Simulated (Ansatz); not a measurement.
Start from TeO2 in the fluorite structure (space group Fm-3m, No. 225; a = 5.324 Å; a hypothetical phase, not in the database extracts checked). Axes: x, y, z lie along the cube axes.

One thing is altered: biaxial strain −1.78 %, plane normal [111], relaxed out of plane (Cartesian); in-plane vectors clamped, the third vector and the atoms free.

Levels (all Ansatz, a program for electronic structure, PAW): PBEsol (420 eV, no spin-orbit coupling); r2SCAN (500 eV, no spin-orbit coupling); HSE06 (420 eV, spin-orbit coupling left out).

At the geometry relaxed with PBEsol, these levels gave the following band gaps, in shuffled order: (a) 1.59 eV, (b) 0.70 eV, (c) 0.98 eV.

Question: Match each gap to its level.

Answer: (a) HSE06; (b) PBEsol; (c) r2SCAN.

Single points use the geometry relaxed with PBEsol. HSE06 gaps are upper bounds (no full band path). Spin-orbit coupling, missing from the scalar runs, can matter with Te. No phonon test of stability was made.
